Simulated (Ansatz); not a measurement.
Levels about the gap of amorphous Hf$_{27}$O$_{45}$N$_{6}$ (78 atoms in a cell of 974 Å³, 9.59 g/cm³; zone centre alone, so wide bands show as single levels with stretches between that a denser mesh fills), at the geometry that PBE relaxed, where it gives -0.3 GPa on a denser mesh. The participation number counts the atoms over which a state spreads; weights are charges in smoothed Voronoi cells. The levels come from a single point, so bond lengths are those of that geometry. Method of the levels: PBE, scalar-relativistic without spin-orbit coupling (Ansatz, a quantum-chemistry and plane-wave program). Sampling: the zone centre alone; Fermi-Dirac width 0.02 eV; no spin polarisation.

The cell was made by melting and quenching with the CHGNet potential and then relaxed with DFT. O and N atoms were pushed apart under 1.9 Å during the dynamics, to hinder bonds among them. The hot cell started wider than the set density and was brought back towards it in steps. It is the lowest in DFT energy of 4 quenches. It is a model cell: composition and starting density were chosen by hand, and all elements were melted together. No dispersion term was used. Its density started from a set value of 9.59 and ended at 9.59 g/cm³. The simulated quench (nominally 150 K/ps over its main leg) is rapid and tends to freeze in more defects than a deposited or slowly cooled glass has. A cell of this size samples the disorder only roughly. The volume was held where the preparation left it and the shape relaxed, at a PBE pressure of -0.3 GPa (tension).

```csv
"E - E(highest filled), eV",filling,participation number,largest on,weight Hf,weight N,weight O
-0.46,filled,17.6,"N, 4 neighbours",0.12,0.40,0.48
-0.40,filled,14.4,"N, 3 neighbours",0.13,0.53,0.34
-0.34,filled,18.1,"N, 4 neighbours",0.12,0.41,0.48
-0.29,filled,8.9,"N, 4 neighbours",0.12,0.44,0.44
-0.17,filled,10.7,"N, 4 neighbours",0.12,0.50,0.38
-0.09,filled,10.9,"N, 3 neighbours",0.12,0.52,0.36
0.00,filled,7.9,"N, 3 neighbours",0.13,0.53,0.35
3.23,empty,31.2,"Hf, 7 neighbours",0.56,0.08,0.37
3.28,empty,30.3,"Hf, 6 neighbours",0.58,0.07,0.35
3.46,empty,37.3,"Hf, 6 neighbours",0.59,0.07,0.34
3.49,empty,21.7,"Hf, 7 neighbours",0.57,0.05,0.37
3.59,empty,30.9,"Hf, 6 neighbours",0.61,0.08,0.31
3.65,empty,37.6,"Hf, 6 neighbours",0.60,0.07,0.32
3.70,empty,46.6,"Hf, 5 neighbours",0.62,0.07,0.32
```

Most localised among these is the filled level at +0.00 eV, on a N atom, which has 3 neighbours (Hf 2.04 Å, Hf 2.09 Å, Hf 2.10 Å).
